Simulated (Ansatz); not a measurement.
The starting structures come from a database of crystals and need not be the phases stable at ambient conditions.

Tunnelling through a barrier is set by its complex band structure: the current falls as exp(−2κd) with the smallest κ.

Data:

```xyz
16
Lattice="5.7735 0.0000 0.0000 -2.8868 6.9100 0.0000 2.8868 0.0000 12.2178" Properties=species:S:1:pos:R:3 pbc="T T T"
K      0.0000     6.9100     7.8270
K      5.7735     0.0000     4.3908
K      1.4434     3.4550    10.4997
K      1.4434     3.4550     1.7181
Ta     0.0000     0.0000     0.0000
Ta     1.4434     3.4550     6.1089
Cu     4.3301     3.4550     6.1089
Cu     2.8868     0.0000     0.0000
Se     2.8487     4.8647     7.4978
Se     5.8116     2.0452     7.4978
Se     2.8487     2.0452     4.7200
Se     0.0380     4.8647     4.7200
Se     4.3682     5.5002    10.8289
Se     4.2921     1.4098    10.8289
Se     4.3682     1.4098     1.3889
Se    -1.4814     5.5002     1.3889
```

Space group of this cell: Fddd. The cell is taken as given; by r2SCAN its mean pressure is -1.3 GPa.

Transport runs along the normal of the first two printed cell vectors.

The gap is the functional's own, uncorrected, and κ follows it; spin-orbit coupling is left out. Mid-gap values are interpolated between the computed energies.

**Question.** Give the band gap and the smallest decay constant κ at mid-gap that r2SCAN run with Ansatz (a first-principles code) yields.

**Answer.** Gap 2.22 eV on a 6×6×6 mesh; κ = 0.372 1/Å, at the zone centre.
